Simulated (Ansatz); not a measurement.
Input for fcc Ag (1 1 1) on alpha quartz (0 0 1) (film strained to the substrate, started from cuts of the bulks and a machine-learned relaxation; slabs Si8O18 and Ag12, which can lie off the formulas):

Ansatz 0.2 input:
```yaml
crystal:
  lattice:
    - [5.021127, 0.0, 0.122911257]
    - [-2.510564, 4.348424, -0.018697429]
    - [0.022056613, 1.346568865, 25.792273987]
  atoms:
    - { symbol: Si, position: [0.071197936, 0.469148881, 0.071231666] }
    - { symbol: Si, position: [0.551370043, 0.460497115, 0.215536849] }
    - { symbol: Si, position: [0.527687878, 0.960033374, 0.144524349] }
    - { symbol: O, position: [0.290133636, 0.379927558, 0.036576828] }
    - { symbol: O, position: [0.638914921, 0.791087536, 0.186968272] }
    - { symbol: O, position: [0.786421208, 0.146577093, 0.097821975] }
    - { symbol: O, position: [0.956207047, 0.645890266, 0.029928855] }
    - { symbol: O, position: [0.451117912, 0.196980624, 0.173786539] }
    - { symbol: O, position: [0.2246557, 0.695297055, 0.118764959] }
    - { symbol: Si, position: [0.013316622, 0.40188027, 0.288180999] }
    - { symbol: Si, position: [0.478496066, 0.385812345, 0.432602504] }
    - { symbol: Si, position: [0.469946824, 0.897857553, 0.360311612] }
    - { symbol: O, position: [0.270668753, 0.348079926, 0.259093474] }
    - { symbol: O, position: [0.548628862, 0.71102749, 0.404254219] }
    - { symbol: O, position: [0.761893074, 0.079333523, 0.318604165] }
    - { symbol: O, position: [0.853332102, 0.510808931, 0.244937217] }
    - { symbol: O, position: [0.396133219, 0.139051458, 0.388184912] }
    - { symbol: O, position: [0.169082797, 0.66462898, 0.329927627] }
    - { symbol: Si, position: [-0.060766665, 0.324159894, 0.504037245] }
    - { symbol: Si, position: [0.399012748, 0.809691508, 0.578899059] }
    - { symbol: O, position: [0.187670156, 0.256428187, 0.474446397] }
    - { symbol: O, position: [0.524872907, 0.636243973, 0.618421086] }
    - { symbol: O, position: [0.672752897, 0.013247419, 0.53457779] }
    - { symbol: O, position: [0.787189067, 0.446956822, 0.460957063] }
    - { symbol: O, position: [0.279869283, -0.005918154, 0.615071934] }
    - { symbol: O, position: [0.103943996, 0.572749901, 0.547109811] }
    - { symbol: Ag, position: [0.190908123, 0.475220687, 0.686521586] }
    - { symbol: Ag, position: [0.548965632, 0.156307683, 0.68517754] }
    - { symbol: Ag, position: [0.880352543, 0.824083909, 0.678785761] }
    - { symbol: Ag, position: [0.120449107, 0.091221453, 0.77679456] }
    - { symbol: Ag, position: [0.456692164, 0.75999274, 0.778707619] }
    - { symbol: Ag, position: [0.787570519, 0.428582217, 0.777664049] }
    - { symbol: Ag, position: [0.068524027, 0.724636209, 0.873079116] }
    - { symbol: Ag, position: [0.401078231, 0.381961268, 0.874672888] }
    - { symbol: Ag, position: [0.729501813, 0.046405335, 0.873235773] }
    - { symbol: Ag, position: [-0.025127335, 0.34444462, 0.962005787] }
    - { symbol: Ag, position: [0.320689262, 0.027161011, 0.974682843] }
    - { symbol: Ag, position: [0.643257509, 0.692621771, 0.969878683] }
basis:
  ecutwfc: 420
  ecutrho_ratio: 4
  xc_grid: 2
kpoints:
  mp_grid: { grid: [7, 7, 1] }
hamiltonian:
  xc: pbe
  dispersion: none
  pseudopotentials: { kind: paw }
scf:
  n_extra_bands: 47
  occupations: { method: fermi_dirac, width: 0.05 }
output:
  forces: true
  stress: true
  eigenstates:
    kpoints:
      - [0, 0, 0]
      - [0.5, 0, 0]
      - [0, 0.5, 0]
      - [0.5, 0.5, 0]
    e_range: [-3.5, 3.5]
    localisation: true
relax:
  f_tol: 0.04
  max_steps: 70
  cell: { fix: [a, b, gamma], stress_tol: 0.3 }
```

These are PBE (plane waves to 420 eV, PAW; Ansatz, a quantum-chemistry and plane-wave program) values and carry that method's errors. Spin–orbit coupling is left out; the runs are not spin-polarised. Its k-point mesh 7×7×1, Fermi–Dirac width 0.05 eV.

Problem. Write the closing report of this run, without the band table and long remarks, to eight decimals at most.

Solution. 
```
SCF converged after 6 iterations
Free energy (F): -106407.726996 eV
Harris-Foulkes:  -106407.726996 eV  (|F-HF|=1.16e-9)
Internal energy: -106407.709600 eV  (E = F + TS)
E sigma→0 (E₀):  -106407.718298 eV
Entropy (-TS):   -0.017397 eV (-0.458 meV/atom)
Fermi energy:    8.182067 eV
--- Per-component energies (eV) ---
  E_band       = -4754.958839
  E_kinetic    = 9883.751357
  E_local      = -185676.651360  (includes V_loc(G=0)·N_el)
  E_nonlocal   = 2023.139342
  E_hartree    = 89766.786570
  E_xc         = -3993.115382
  E_vxc        = -4894.549721  (∫ρ·V_xc dr)
  E_paw        = -53791.334743  (= ΣΔE_a)
  E_vpaw       = -5624.273139  (= ΣTr[D̂ρ^β])
  E_aug_tail   = 0.049966  (compensation charges beyond the density's cutoff)
  E_ewald      = 35379.664651
  E_smearing   = -0.017397  (= −TS)
  E_closure    = 0.000000  (closes the sum)
  Σ components = -106407.726996   (vs F -106407.726996, Δ=0.00e0)
--- Forces (eV/Å), atoms counted from 1 ---
  atom   1  Si    -0.00297066     0.00290093     0.00106532
  atom   2  Si     0.00070617    -0.00153215     0.00160414
  atom   3  Si     0.00403162    -0.00058053     0.00473594
  atom   4  O      0.00149854     0.00015498    -0.00137484
  atom   5  O     -0.00130916     0.00244919    -0.00326710
  atom   6  O     -0.00100689    -0.00117880    -0.00101194
  atom   7  O      0.00084285     0.00007731     0.00122695
  atom   8  O     -0.00021995     0.00097786    -0.00073835
  atom   9  O     -0.00061060     0.00048429    -0.00020557
  atom  10  Si     0.00124761    -0.00140050     0.00040725
  atom  11  Si    -0.00113591     0.00205091    -0.00302890
  atom  12  Si    -0.00123812    -0.00039322    -0.00304857
  atom  13  O     -0.00058006     0.00009713    -0.00005739
  atom  14  O      0.00283765    -0.00388386     0.00172866
  atom  15  O      0.00063473     0.00113011     0.00020746
  atom  16  O     -0.00215908     0.00093576    -0.00199336
  atom  17  O     -0.00017777     0.00030781     0.00239662
  atom  18  O     -0.00007018     0.00081274     0.00177351
  atom  19  Si    -0.00102252     0.00022617    -0.00920426
  atom  20  Si    -0.00662326     0.00554935    -0.00265180
  atom  21  O     -0.00196103    -0.00073349     0.00109709
  atom  22  O      0.00085561    -0.00545047    -0.00012134
  atom  23  O      0.00170392    -0.00160097     0.00160808
  atom  24  O      0.00148806     0.00000903     0.00364853
  atom  25  O      0.00375868    -0.00254938    -0.00269271
  atom  26  O      0.00032883    -0.00384735     0.00407442
  atom  27  Ag     0.00247619     0.00247953     0.00069486
  atom  28  Ag    -0.00253722    -0.00094608     0.00130104
  atom  29  Ag     0.00072731    -0.00049126     0.00250328
  atom  30  Ag     0.00007770     0.00055367    -0.00068677
  atom  31  Ag    -0.00014700     0.00031821     0.00215264
  atom  32  Ag    -0.00012076     0.00003147     0.00096796
  atom  33  Ag     0.00083333    -0.00043692    -0.00039100
  atom  34  Ag    -0.00029711     0.00010812    -0.00088077
  atom  35  Ag     0.00044140     0.00126794     0.00055781
  atom  36  Ag     0.00042532     0.00256323     0.00083171
  atom  37  Ag     0.00014299     0.00000714    -0.00133582
  atom  38  Ag    -0.00087853    -0.00047296    -0.00189639
  max |Σ_I F_I| component: 7.31e-6 eV/Å
--- Stress (GPa, compression-positive) ---
        2.175230      -0.078933       0.140931
       -0.078933       2.077201       0.084911
        0.140931       0.084914      -0.098788
  P = ⅓ Tr σ = 1.3845 GPa (13.845 kbar)
--- Relaxed structure (8 steps of the walk, 8 accepted, 1 SCFs on fresh bases) ---
  F+E_penalty+E_count = -106407.72699618 eV   max|allowed force component| = 9.204e-3 eV/Å   (the final SCF, on the basis selected at the relaxed cell)
  cell:  # Å, volume = 552.0559 Å³
    - [5.01903901, -0.00099080, 0.18992084]
    - [-2.51086059, 4.34828326, -0.00917911]
    - [0.37695582, 1.60595635, 25.34443253]
  atoms:
    - { symbol: Si, position: [0.10791384, 0.47672551, 0.06980186] }
    - { symbol: Si, position: [0.58982273, 0.45106608, 0.21549614] }
    - { symbol: Si, position: [0.56054265, 0.95031686, 0.14338111] }
    - { symbol: O, position: [0.34195607, 0.40446638, 0.03377455] }
    - { symbol: O, position: [0.67787522, 0.77976290, 0.18448959] }
    - { symbol: O, position: [0.81822863, 0.14386877, 0.09416249] }
    - { symbol: O, position: [0.99726806, 0.66067994, 0.02902984] }
    - { symbol: O, position: [0.48222220, 0.18221813, 0.17449328] }
    - { symbol: O, position: [0.25416708, 0.68492338, 0.11921248] }
    - { symbol: Si, position: [0.03580953, 0.38500798, 0.28877104] }
    - { symbol: Si, position: [0.46317595, 0.35823590, 0.43448200] }
    - { symbol: Si, position: [0.47154372, 0.87759640, 0.36122739] }
    - { symbol: O, position: [0.30973240, 0.34100300, 0.26162186] }
    - { symbol: O, position: [0.54186582, 0.69197159, 0.40748252] }
    - { symbol: O, position: [0.77064412, 0.05519979, 0.31804153] }
    - { symbol: O, position: [0.89558297, 0.50207112, 0.24278554] }
    - { symbol: O, position: [0.40066895, 0.12523244, 0.38820702] }
    - { symbol: O, position: [0.17093143, 0.64088643, 0.33205131] }
    - { symbol: Si, position: [-0.10965195, 0.25592796, 0.50656888] }
    - { symbol: Si, position: [0.34366193, 0.73009498, 0.58026564] }
    - { symbol: O, position: [0.15250191, 0.20848485, 0.47526407] }
    - { symbol: O, position: [0.48750094, 0.58035455, 0.62132846] }
    - { symbol: O, position: [0.60092448, -0.07400590, 0.53095355] }
    - { symbol: O, position: [0.75997915, 0.41470913, 0.46576650] }
    - { symbol: O, position: [0.23115996, -0.07562548, 0.61657882] }
    - { symbol: O, position: [0.03602712, 0.46384223, 0.55584882] }
    - { symbol: Ag, position: [0.14830748, 0.53445023, 0.68937180] }
    - { symbol: Ag, position: [0.50894777, 0.21410467, 0.67960547] }
    - { symbol: Ag, position: [0.84035122, 0.88901662, 0.67661829] }
    - { symbol: Ag, position: [0.11037000, 0.15350335, 0.77616966] }
    - { symbol: Ag, position: [0.45376404, 0.83482686, 0.77683206] }
    - { symbol: Ag, position: [0.77282071, 0.49269116, 0.77676113] }
    - { symbol: Ag, position: [0.06129102, 0.78532245, 0.87149387] }
    - { symbol: Ag, position: [0.39896648, 0.44293758, 0.87107951] }
    - { symbol: Ag, position: [0.71887251, 0.10265279, 0.87401334] }
    - { symbol: Ag, position: [0.02486677, 0.40429592, 0.95948771] }
    - { symbol: Ag, position: [0.35563601, 0.07611514, 0.97337678] }
    - { symbol: Ag, position: [0.69036166, 0.74518678, 0.97006769] }
```

Cost: roughly 30 core-minutes.
